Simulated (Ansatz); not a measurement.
CuI: pressure series

Take CuI in the zinc blende structure (space group F-43m, No. 216) as the base.

```
CELL_PARAMETERS angstrom
      0.00000     3.03967     3.03967
      3.03967     0.00000     3.03967
      3.03967     3.03967     0.00000
ATOMIC_POSITIONS crystal
  I  0.75000 0.75000 0.75000
  Cu 0.00000 0.00000 0.00000
```

Cell and atoms are relaxed at each pressure.

Computed with Kohn–Sham DFT with the PBE functional, run in Ansatz (a quantum-chemistry and plane-wave program) with PAW and 420 eV plane waves, spin-orbit coupling left out.

Candidates:
(a) pressure 4.5 GPa
(b) pressure 0.9 GPa
(c) pressure 15 GPa
(d) pressure 30 GPa

Base values:

```
Property   Result
--------  -------
Band gap  1.10 eV
```

Question: Order them by band gap, lowest first.

Answer: (b) pressure 0.9 GPa (1.16 eV), (a) pressure 4.5 GPa (1.36 eV), (c) pressure 15 GPa (1.77 eV), (d) pressure 30 GPa (1.93 eV)

Spin-orbit coupling, missing from the scalar runs, can matter with I. Load acts through the strain it causes; cell and atoms are relaxed under it. Whether these cells are dynamically stable was not tested. Tetrahedral semiconductors of this kind turn to denser phases somewhere between about 1 and 50 GPa; those were not computed, so compressed cells here can lie past the real transition. The final runs are not spin-polarised.
